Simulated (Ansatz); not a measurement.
InP (I-4m2), r2SCAN with spin-orbit coupling, rigid bands run with Ansatz (an electronic-structure program): Condition of this run: biaxial stress in (001) of -3 GPa (compression positive) (the target of the relaxation). band gap 0.68 eV, N_c = 4.71e17 cm⁻³ and N_v = 3.95e18 cm⁻³ at 300 K, conductivity masses along y (a = (0.00, 3.05, 2.81) Å; b = (3.05, 0.00, 2.81) Å; c = (3.05, 3.05, 0.00) Å) of 0.0809 mₑ (electrons) and 0.481 mₑ (holes). Take k_BT = 0.02585 eV.

### Question
Find the intrinsic carrier density and the intrinsic Fermi level.

### Answer
n_i = √(N_c N_v) exp(−E_g/2k_BT) = 1.36e18 × exp(−13.15) = 2.6e12 cm⁻³. The level lies (k_BT/2) ln(N_v/N_c) = 27 meV from mid-gap (positive towards the conduction band). Each 0.1 eV added to the gap lowers n_i by a factor of 6.9.

### Question
What thermal injection velocity √(2k_BT/πm) limits a ballistic channel along the direction named?

### Answer
1.89e7 cm/s for electrons and 7.76e6 cm/s for holes, a ratio of √(m_h/m_e) = 2.44, for dilute carriers.

### Question
What built-in voltage has an abrupt junction with N_A = 1e16 and N_D = 1e17 cm⁻³, all dopants ionised?

### Answer
V_bi = E_g/e − (k_BT/e) ln(N_c N_v/(N_A N_D)) = 0.68 − 0.02585 × 7.53 = 0.49 V. It follows the computed gap one for one.

Rigid, parabolic bands with the computed gap; masses take one relaxation time for all states. Geometry: cell and atoms relaxed with PBEsol.
